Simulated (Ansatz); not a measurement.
**BaTiO3: energy against volume**

BaTiO3 (cubic perovskite, Pm-3m, 12.986 Å³/atom and stress up to 0.01 GPa in the relaxed cell, cube axes along x, y and z) under an equal strain ε along all three axes. PBE in Ansatz, a plane-wave DFT program (PAW, default set), 420 eV, 8×8×8 Γ-centred mesh, Fermi-Dirac smearing 0.05 eV; ions are relaxed, or left where forces stay under 0.02 eV/Å, within the symmetry of each cell.

Here V stands for volume and E for E less E0.

| volume (Å³/atom) | E less E0 (meV/atom) | pressure (GPa) |
|---|---|---|
| 11.8516 | ? | ? |
| 12.2969 | 20.55 | 10.04 |
| 12.5237 | 8.95 | 6.40 |
| 12.7533 | 2.14 | 3.07 |
| 12.9856 | 0.00 | 0.00 |
| 13.2207 | 2.08 | -2.81 |
| 13.4587 | 8.19 | -5.38 |
| 13.6995 | 18.07 | -7.73 |

**Question.** Fit E against V with the third-order Birch-Murnaghan form, a cubic in V^(-2/3), and predict the withheld value at V = 11.8516.

**Answer.** With u = V^(-2/3) - 0.181, the rows have u = 0.006702, 0.004429, 0.002197, 0.000006, -0.002147, -0.004261, -0.006339. Least squares gives E = -0.016 - 5.37·u + 453892·u² + 732425·u³. Residuals (row less fit): -0.006, 0.023, -0.031, 0.016, -0.001, -0.001, 0.000; standard error 0.024 (degrees of freedom: 3). Its minimum lies at u = 0.000006, so V0 = (0.181006)^(-3/2) = 12.99. There d²E/du² = 907800 and d³E/du³ = 4395000, so B0 = (4/9) × 12.99^(-7/3) × 907800 × 0.160218 = 163 GPa (the last factor turns the table's units into GPa), and B0' = 4 + (2/3) × 0.181006 × (4395000)/907800 = 4.6. B0' rests on the cubic coefficient alone and has a standard error of 0.1 from these residuals. At the withheld row, u = 0.011375, so E = -0.016 - 5.37 × 0.011375 + 453892 × 0.011375² + 732425 × 0.011375³ = 59.730 meV/atom. The calculation gives 59.52 meV/atom, 0.210 meV/atom below the prediction (0.4 % of the range of E in the table). The row lies outside the fitted rows, so this is an extrapolation. From the scatter of the fitted rows alone, a prediction at this place has a standard error of 0.179 meV/atom, so the miss is 1.2 times that.

The primitive cell can neither tilt nor turn polar against its symmetry, as such crystals can under strain. Other structures, which can take over under pressure, weren't tried. The same form fitted to the pressure column gives B0' = 4.5; series where the two differ by over 0.4 aren't shown. BaTiO3 is here the ideal cubic form; the compound distorts at low or room temperature. Rows are the converged runs of the series near zero and its far end, less any whose ions stayed unrelaxed beside relaxed ones; series whose fitted rows scatter by over a few per cent of the range, as at a crossing or softening among them, aren't shown in this form.
